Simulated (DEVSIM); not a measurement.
Device: Co/SiO2/p-Si capacitor, at 400 K.

```
layer (left to right)  material  thickness (nm)  Na (cm⁻³)
---------------------  --------  --------------  ---------
1                          SiO2            4.90          -
2                            Si             420     1.9e18
```

Metal gate on the left, work function 5 eV. Fixed charge at the semiconductor interface 3.1e10 cm⁻² (in units of +e); no interface traps.

The device is made up for the run: typed textbook-type constants, with dimensions and the other settings drawn at random. Values at 300 K; Nc and Nv go as T^1.5, mobilities as T to minus their exponent, the gap by Varshni's rule with the affinity fixed.

```tsv
parameter	SiO2	Si
gap (eV)	9	1.124
affinity (eV)	0.9	4.05
permittivity	3.9	11.7
Nc (cm⁻³)	-	2.86e19
Nv (cm⁻³)	-	3.1e19
Varshni α (eV/K)	-	0.000473
Varshni β (K)	-	636
```

Model (solved in DEVSIM): 1D Poisson equation in equilibrium, Boltzmann statistics, complete ionisation; no quantum confinement or tunnelling. Metal contacts follow the ideal Schottky-Mott rule: no Fermi-level pinning, no interface dipoles.

Base results: flat-band voltage (V) -0.04; minimum of the low-frequency capacitance (μF/cm²) 0.288; capacitance of the dielectric stack (μF/cm²) 0.705.

Question: What follows from this one change: gate work function 5 → 5.3 eV?

Answer: flat-band voltage -0.04 → 0.26 V; minimum of the low-frequency capacitance little changed (0.288 μF/cm²); capacitance of the dielectric stack little changed (0.705 μF/cm²).

Question: What follows from this one change: SiO2 thickness 0.0049 → 0.0059 μm?

Answer: flat-band voltage little changed (-0.04 V); minimum of the low-frequency capacitance 0.288 → 0.265 μF/cm²; capacitance of the dielectric stack 0.705 → 0.585 μF/cm².

Question: What follows from this one change: fixed charge 3.1e+10 → -2.969e+12 cm^-2?

Answer: flat-band voltage -0.04 → 0.64 V; minimum of the low-frequency capacitance little changed (0.290 μF/cm²); capacitance of the dielectric stack little changed (0.705 μF/cm²).

Question: What follows from this one change: substrate doping 1.9e+18 → 9.5e+17 cm^-3?

Answer: flat-band voltage -0.04 → -0.02 V; minimum of the low-frequency capacitance 0.288 → 0.240 μF/cm²; capacitance of the dielectric stack little changed (0.705 μF/cm²).

Question: What follows from this one change: interface trap density 0 → 2e+12 cm^-2 eV^-1?

Answer: flat-band voltage -0.04 → -0.14 V; minimum of the low-frequency capacitance 0.288 → 0.377 μF/cm²; capacitance of the dielectric stack little changed (0.705 μF/cm²).
